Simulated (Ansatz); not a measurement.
This Ansatz (a first-principles code) input is the reference run, PbO (space group P4/nmm, No. 129; layered, stacked along the Cartesian z axis), computed with PBE-D3(BJ) (Ansatz), without spin-orbit coupling:

Ansatz 0.2 input:
```yaml
crystal:
  lattice:
    - [4.0342345913, 0, 0]
    - [0, 4.0342345913, 0]
    - [0, 0, 4.9937035977]
  atoms:
    - { symbol: Pb, position: [0.5, 0, 0.7622617604] }
    - { symbol: Pb, position: [0, 0.5, 0.2377382396] }
    - { symbol: O, position: [0.5, 0.5, 0] }
    - { symbol: O, position: [0, 0, 0] }
basis: { ecutwfc: 420, ecutrho_ratio: 4, xc_grid: 2, fft_grid_basis: typed }
kpoints: { mp_grid: { grid: [8, 8, 7] } }
hamiltonian:
  xc: pbe
  dispersion: d3bj
  pseudopotentials: { kind: paw }
scf: { occupations: { method: fermi_dirac, width: 0.05 }, convergence: { dr2_threshold: 0.0000000004 } }
output: { forces: true, stress: true }
checkpoint: { write: state.ck, write_every: 1000 }
```

Q: Write the input for this change: the cell is scaled by 0.9760 in all directions; the atoms relax in the strained cell.

A: 
Ansatz 0.2 input:
```yaml
crystal:
  lattice:
    - [3.9374129611, 0, 0]
    - [0, 3.9374129611, 0]
    - [0, 0, 4.8738547114]
  atoms:
    - { symbol: Pb, position: [0.5, 0, 0.7622617604] }
    - { symbol: Pb, position: [0, 0.5, 0.2377382396] }
    - { symbol: O, position: [0.5, 0.5, 0] }
    - { symbol: O, position: [0, 0, 0] }
basis: { ecutwfc: 420, ecutrho_ratio: 4, xc_grid: 2, fft_grid_basis: typed }
kpoints: { mp_grid: { grid: [8, 8, 7] } }
hamiltonian:
  xc: pbe
  dispersion: d3bj
  pseudopotentials: { kind: paw }
scf: { occupations: { method: fermi_dirac, width: 0.05 }, convergence: { dr2_threshold: 0.0000000004 } }
relax: { f_tol: 0.005, max_steps: 50 }
output: { forces: true, stress: true }
checkpoint: { write: state.ck, write_every: 1000 }
```
This is the input that was run.

No phonon test of stability was made. The D3 term's C6 switches between coordination references near this geometry, which can add small steps to energies.
